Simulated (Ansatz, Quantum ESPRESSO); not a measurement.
One structure in several programs: LiCd₃ (P6_3/mmc, 8 atoms in the cell)

Self-consistent single point.

```xyz
8
Lattice="6.0539 0.0000 0.0000 -3.0270 5.2428 0.0000 0.0000 0.0000 4.8046" Properties=species:S:1:pos:R:3 pbc="T T T"
Li     3.0270     1.7476     1.2012
Li     0.0000     3.4952     3.6035
Cd     4.5113     0.8907     3.6035
Cd    -1.4843     4.3522     1.2012
Cd     1.4843     4.3522     1.2012
Cd     1.5427     0.8907     3.6035
Cd     3.0270     3.4615     3.6035
Cd     0.0000     1.7813     1.2012
```

Shared settings, as Ansatz (an electronic-structure program) writes them: kpoints.mp_grid.grid = 5 5 5; scf.occupations.method = gaussian; scf.occupations.width = 0.1 eV. Potentials and cutoffs stand in the table.

| code | model | pressure (GPa) | largest force (eV/Å) | cutoff |
|---|---|---|---|---|
| Ansatz | PBEsol, PAW files made with PBE | -0.60 | 0.025 | 420 eV |
| Quantum ESPRESSO | PBEsol, SSSP 1.1.2 efficiency (PBE) pseudopotentials | -2.04 | 0.026 | 45 Ry |

The spread over the programs that give each value: pressure within 1.44 GPa; largest force within 0.001 eV/Å.

Ansatz's pressure is given at a fixed set of plane waves, as the other plane-wave codes print theirs.

The starting cell comes from a database of computed structures (which also holds hypothetical and non-ambient phases and stackings), without a prior relaxation at this level. Its lattice was rescaled by a random factor within 2.5 % of one.

Keys are those of Ansatz 0.2.
